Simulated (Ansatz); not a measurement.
```xyz
4
Lattice="4.3317 0.0000 0.0000 -2.1659 3.7514 0.0000 0.0000 0.0000 7.0685" Properties=species:S:1:pos:R:3 pbc="T T T"
Cd     0.0000     2.5009     0.0007
Cd     2.1659     1.2505     3.5350
Se     0.0000     2.5009     2.6571
Se     2.1659     1.2505     6.1913
```

No spin polarisation.

Method: PBEsol (Ansatz, a program for electronic structure, PAW, scalar-relativistic without spin-orbit coupling). Γ-centred 9×9×5 mesh, Fermi–Dirac width 0.05 eV.

Problem. Predict the valence-band top at Γ and band gap.

Solution. 
* **Valence-band top at Γ (three highest levels, from the VBM)**: 0.00, 0.00, -0.05 eV
* **Band gap**: 0.50 eV

Load acts through the strain it causes; cell and atoms are relaxed under it. Stability against distortions was not tested. The cell was made from CdSe in the wurtzite structure (space group P6_3mc, No. 186) by this change: pressure −1 GPa.
